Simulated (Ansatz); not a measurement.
# Response to strain in Al2Pt

The reference is Al₂Pt (space group Fm-3m, No. 225; relaxed with 0.1 eV smearing).

```
CELL_PARAMETERS angstrom
      0.00000     2.97326     2.97326
      2.97326     0.00000     2.97326
      2.97326     2.97326     0.00000
ATOMIC_POSITIONS crystal
  Al 0.25000 0.25000 0.25000
  Al 0.75000 0.75000 0.75000
  Pt 0.00000 0.00000 0.00000
```

Strains are applied to the cell and any free atomic positions relax.

Method: PBE (Ansatz, a quantum-chemistry and plane-wave program), no SOC.

Candidates:
(a) isotropic strain −2.50 %
(b) isotropic strain −1.50 %
(c) isotropic strain −2.00 %
(d) isotropic strain +2.50 %

Notes on the quantities. energy relative to the base: free energy F.

Order them by energy relative to the base, highest first.

(a) isotropic strain −2.50 % (+43 meV/atom), (d) isotropic strain +2.50 % (+36 meV/atom), (c) isotropic strain −2.00 % (+27 meV/atom), (b) isotropic strain −1.50 % (+15 meV/atom)

Whether these cells are dynamically stable was not tested. All final runs are without spin polarisation.
